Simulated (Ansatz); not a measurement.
The (20-21) face of hcp Y can be cut between different planes. Symmetric, stoichiometric slabs relaxed in the 1x1 cell (43.1 Å²): top plane Y, 0.25 Å over the next in the ideal cut; top plane Y, 1.27 Å over the next in the ideal cut.

Method: PBE (plane waves to 420 eV, PAW; Ansatz, a program for electronic structure).

Task: Order them by surface energy (lowest first) at the level PBE.

Result: the cut with an outer spacing of 0.25 Å (0.99 J/m²), the cut with an outer spacing of 1.27 Å (1.16 J/m²)
